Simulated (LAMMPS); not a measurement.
Pressure dependence of CdS (wurtzite) at 2280 K, from the melt.

Level of theory: classical MD, pair style sw, file CdTeZnSeHgS0.sw, run in LAMMPS.

```csv
P (GPa),state,volume,coordination number of Cd by S,self-diffusion coefficient of Cd (not corrected for cell size)
0,liquid,33.85 ± 0.04 Å³/atom,3.04 (counted to 3.50 Å),(1.31 ± 0.04) × 10^-4 cm²/s
2,liquid,28.592 ± 0.007 Å³/atom,3.48 (counted to 3.50 Å),(9.4 ± 0.2) × 10^-5 cm²/s
5,liquid,26.355 ± 0.005 Å³/atom,3.71 (counted to 3.46 Å),(7.4 ± 0.1) × 10^-5 cm²/s
```

Caution: at ambient pressure real CdS sublimes or decomposes before or as it melts, so this liquid is the model's.

Caution: a run this short can hold a crystal over, or a liquid under, the potential's own melting point, which these runs don't give.

States go by the mean squared displacement: a species diffuses where it passes 1.5 Å², still rises and gives D over 1e-6 cm²/s; a crystal has left its structure where atoms lie 0.35 Å off their sites on average or a cubic box changes its shape by 3 %, or the axial ratios of another lie 8 % off the starting cell's, which the potential's own relaxation can also do.

Errors of D are the spread over four groups of atoms in one short run; a floor of about 5 %, a picked value, is safer.

The ± values are statistical; the model's systematic error is not in them.
